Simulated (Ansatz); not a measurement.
Take ZrO2 in the fluorite structure (space group Fm-3m, No. 225; a = 5.089 Å) as the base.

The change: a hydrostatic pressure of 0.9 GPa.

Levels (all Ansatz, a first-principles code, PAW): r2SCAN (500 eV, no spin-orbit coupling); HSE06+SOC (420 eV, spin-orbit coupling included).

The geometry is relaxed with r2SCAN.

| Property | Value |
|---|---|
| r2SCAN lowest conduction level above the VBM at special points | Γ 3.90 eV; X 4.30 eV; L 4.51 eV |

With HSE06+SOC at the same geometry, the lowest conduction level above the VBM at special points becomes Γ 4.99 eV; X 5.39 eV; L 5.65 eV (r2SCAN: Γ 3.90 eV; X 4.30 eV; L 4.51 eV).

Single points use the geometry relaxed with r2SCAN. Their cutoffs differ, which shifts pressures a little. HSE06 gaps are upper bounds (no full band path). The spin-orbit shifts are approximate. The levels and masses belong to the bands next to the band gap. Load acts through the strain it causes; cell and atoms are relaxed under it. No phonon test of stability was made. This is not the structure that ZrO2 has at room temperature and ambient pressure.
